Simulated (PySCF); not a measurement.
PySCF 2.14.0, WB97X/def2-svp, df: Mo(S)2(NH2)(Me) ([CH3][Mo]([NH2])(=[S])=[S]), 10 atoms. The geometry is a generated start, not checked to be a minimum at this level.

| Item | Value |
|---|---|
| task | energy |
| method | wb97x |
| basis | def2-svp |
| two-electron scheme | density fitting |
| mol.max_memory | 3000 MB |
| mf.max_cycle | 100 |
| mf.conv_tol | 1e-09 (default) |
| mf.grids.level | 3 (default) |
| effective core potentials | those of the basis set, past Kr |
| basis functions | 120 |
| grid points | 137264 |

```xyz
10

Mo     0.7317    -0.3151    -0.1335
S      2.1419     1.0093    -1.0646
S      1.6083    -1.5566     1.3830
N     -0.4336    -1.1924    -1.3366
H     -0.6554    -0.8325    -2.2694
H     -0.8401    -2.1259    -1.2606
C     -0.4753     1.0515     1.0045
H      0.1637     1.6865     1.6392
H     -1.1838     0.5440     1.6753
H     -1.0576     1.7313     0.3627
```

Charge 0 and multiplicity 1 are set for this test and not shown to be the ground state.

With the defaults (mf.DIIS = CDIIS, mf.diis = true, mf.level_shift = 0, mf.diis_space = 8, mf.init_guess = minao, mf.damp = 0, mf.diis_start_cycle = 1, newton = off) it converges in 16 Fock builds. One run each on 2 threads, 1 BLAS thread, with these changes:
- mf.DIIS = EDIIS
- mf.DIIS = ADIIS
- newton = Hessian by the SCF's own integrals
- mf.diis = false
- mf.diis_space = 5
- mf.init_guess = 1e
- mf.init_guess = huckel
- mf.damp = 0.7, mf.diis_start_cycle = 8
- mf.level_shift = 0.1 Hartree

### Question
Which runs fail or end elsewhere than the default run?

### Answer
No convergence: mf.DIIS = EDIIS; mf.diis = false (the run ends without SCF convergence in 100 cycles). The rest reach the solution of the defaults.

```csv
setting,Fock builds,end
the defaults,16,same solution
mf.level_shift = 0.1 Hartree,17,same solution
mf.diis_space = 5,18,same solution
"mf.damp = 0.7, mf.diis_start_cycle = 8",20,same solution
mf.init_guess = huckel,21,same solution
mf.init_guess = 1e,22,same solution
mf.DIIS = ADIIS,22,same solution
newton = Hessian by the SCF's own integrals,31,same solution
mf.DIIS = EDIIS,101,no convergence
mf.diis = false,101,no convergence
```

Under newton the count holds the products with the orbital Hessian.
